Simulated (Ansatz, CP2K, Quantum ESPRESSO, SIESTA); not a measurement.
# BaTiO₃ (Pm-3m, 5 atoms in the cell) computed with different codes at matched settings

Self-consistent single point.

```
CELL_PARAMETERS angstrom
      4.00000     0.00000     0.00000
      0.00000     4.00000     0.00000
      0.00000     0.00000     4.00000
ATOMIC_POSITIONS crystal
  Ba 0.00000 0.00000 0.00000
  Ti 0.50000 0.50000 0.50000
  O  0.50000 0.00000 0.50000
  O  0.00000 0.50000 0.50000
  O  0.50000 0.50000 0.00000
```

All programs got the same cell, k-point mesh and kind of occupations (in Ansatz's words: kpoints.mp_grid.grid = 7 7 7; scf.occupations.method = fermi_dirac; scf.occupations.width = 0.01 eV); potentials, basis and cutoffs are each program's usual ones.

| code | model | pressure (GPa) | k-points | cutoff |
|---|---|---|---|---|
| SIESTA | GGA PBE, numerical atomic orbitals DZP, PseudoDojo PBE standard norm-conserving potentials (rewritten from UPF to PSML) | 4.77 | 172 | grid 400 Ry |
| Quantum ESPRESSO | PBE, PseudoDojo stringent norm-conserving (PBE) pseudopotentials | 2.11 | 20 | 95 Ry |
| Ansatz | PBE, default PAW files | 1.88 | 20 | 420 eV |
| CP2K | PBE, GPW, DZVP-MOLOPT-SR-GTH basis, GTH-PBE potentials (GTH_POTENTIALS) | 4.57 | 172 | grid 600 Ry |

The spread over the programs that give each value: pressure within 2.89 GPa.

The starting cell has typed, rounded lattice constants, without a prior relaxation at this level. On Ansatz's run: Spin polarisation is off, so a magnetic state, if there is one, cannot be reached.

Problem. Why do the programs differ, and what cannot be compared?

Solution. Differences of this kind can come from the potentials, where these differ, and from what each basis and cutoff leave unconverged. The zero of total energies and Fermi levels follows the potentials and each program's conventions, so they are not compared here. SIESTA and CP2K use small atom-centred bases, whose incompleteness enters pressures, forces and empty levels differently from a plane-wave cutoff. Ansatz's pressure is given at a fixed set of plane waves, as the other plane-wave codes print theirs; with its correction for the finite basis it is 2.43 GPa (the shift of 0.54 GPa shows how far the cutoff is from converged). The programs reduce the same mesh by symmetry to different extents, which changes the work and not the result. In the pressure, SIESTA (by 2.77) and CP2K (by 2.57) lie more than 1 GPa from the median of the plane-wave programs.

This mesh misses zone-boundary points where a band edge of such crystals can lie, so no gaps are given.

Left out of this page: ABINIT (with a known weakness of the program); GPAW, Elk and FLEUR (not drawn, or without a comparable value).

Ansatz is a program for electronic structure.

Keys are those of Ansatz 0.2.
